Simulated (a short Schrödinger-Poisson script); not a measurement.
Structure: MOS inversion layer, SiO2 on p-type Si(100), at 300 K.

From the gate side: 2.3 nm SiO2; 1100 nm Si, acceptors 1.6e17 cm⁻³.

Constants are typed, rounded textbook-type inputs, not results; the design itself was drawn at random and stands for no fabricated device. SiO2: permittivity 3.9, conduction-band edge (eV) 3.15, gap (eV) 9, electron mass (mₑ) 0.5. Si: permittivity 11.7, conduction-band edge (eV) 0, gap (eV) 1.124, Nv at 300 K (cm⁻³) 3.1e19.

Channel valleys (confinement mass, in-plane density-of-states mass, number): Δ2 0.916, 0.19, 2; Δ4 0.19, 0.417, 4. At the gate the conduction-band edge of layer 1 lies 3.39 eV − eVg above the Fermi level of the channel; the field vanishes at the back. Gaps are held at their typed values at every temperature. Mesh 0.03 nm at interfaces.

From a short Schrödinger-Poisson script (our own, NumPy): 1D Poisson equation in equilibrium, electrons quantum, Hartree (BenDaniel-Duke, 12 states a valley, the channel's in-plane mass for all, wave functions free to enter the dielectric), parabolic valleys, classical holes, full ionisation, no traps, pinning or gate leakage.

| Vg (V) | electrons (cm⁻²) | C (μF/cm²) | Δ2 E0 (meV from the Fermi level) | Δ4 E0 (meV from the Fermi level) |
|---|---|---|---|---|
| 0.2 | 1.26e9 | 0.126 | 233.1 | 266.8 |
| 0.3 | 3.42e10 | 0.262 | 146.9 | 181.9 |
| 0.4 | 3.09e11 | 0.753 | 88.2 | 125.5 |
| 0.5 | 8.51e11 | 0.996 | 59.5 | 100.1 |
| 0.6 | 1.50e12 | 1.10 | 42.4 | 86.2 |
| 0.7 | 2.20e12 | 1.15 | 30.0 | 77.0 |
| 0.8 | 2.93e12 | 1.19 | 20.3 | 70.2 |
| 0.9 | 3.68e12 | 1.21 | 12.1 | 64.8 |
| 1 | 4.44e12 | 1.23 | 5.0 | 60.3 |
| 1.1 | 5.21e12 | 1.25 | -1.4 | 56.4 |
| 1.2 | 5.99e12 | 1.26 | -7.2 | 53.0 |
| 1.3 | 6.78e12 | 1.27 | -12.6 | 50.0 |
| 1.4 | 7.58e12 | 1.28 | -17.6 | 47.2 |
| 1.5 | 8.38e12 | 1.29 | -22.4 | 44.6 |
| 1.6 | 9.18e12 | 1.29 | -26.9 | 42.1 |
| 1.7 | 9.99e12 | 1.30 | -31.2 | 39.8 |
| 1.8 | 1.08e13 | 1.30 | -35.4 | 37.7 |

Gate voltages with under 1e9 electrons/cm² are left out.

**Question.** At Vg = 1.8 V the lowest Δ2 subband lies at -35.4 meV from the Fermi level. How many electrons does it hold, and what share of all?

**Answer.** The two-dimensional density of states is g m/(πħ²) = 1.59e11 cm⁻² meV⁻¹ (both spins), kT = 25.9 meV, so n = D kT ln(1 + exp(−E/kT)) = 6.54e12 cm⁻², 0.61 of the 1.08e13 cm⁻² in all.

**Question.** Compare the slope of the sheet density between 1.6 and 1.8 V with the geometric capacitance of the layers between gate and channel.

**Answer.** q Δn/ΔV = 1.30 μF/cm²; ε0/Σ(t/ε) = 1.50 μF/cm². The ratio is 0.86: the channel acts as a further capacitance in series.
